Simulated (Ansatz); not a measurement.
Start from NaCl in the rock salt structure (space group Fm-3m, No. 225).

```
CELL_PARAMETERS angstrom
      0.00000     2.80101     2.80101
      2.80101     0.00000     2.80101
      2.80101     2.80101     0.00000
ATOMIC_POSITIONS crystal
  Na 0.00000 0.00000 0.00000
  Cl 0.50000 0.50000 0.50000
```

The values are results of DFT with PBEsol, PAW potentials and a 420 eV plane-wave cutoff in Ansatz (an electronic-structure program), spin-orbit coupling left out, not measurements.

Base values:

```
Quantity                      Value
-------------------  --------------
Electron mass        0.39 mₑ (at Γ)
Lattice parameter a         5.602 Å
Band gap                    5.01 eV
```

One thing is altered: Rb takes the place of Na on all its sites, then cell and atoms are relaxed.

Tabulated Pauling electronegativity and covalent radius: Na 0.93, 1.66 Å; Rb 0.82, 2.20 Å.

### Question
What does the calculation give for the electron mass after the change?

### Answer
The electron mass goes from 0.39 mₑ (at Γ) to 0.42 mₑ (at Γ).

### Question
Estimate the effect on the lattice parameter a.

### Answer
The lattice parameter a grows by 0.940 Å, from 5.602 Å to 6.542 Å.

### Question
How does this affect the band gap?

### Answer
The band gap drops by 0.11 eV to 4.90 eV.

Masses are band curvatures over ±0.01 Å⁻¹ around the edge. No phonon test of stability was made.
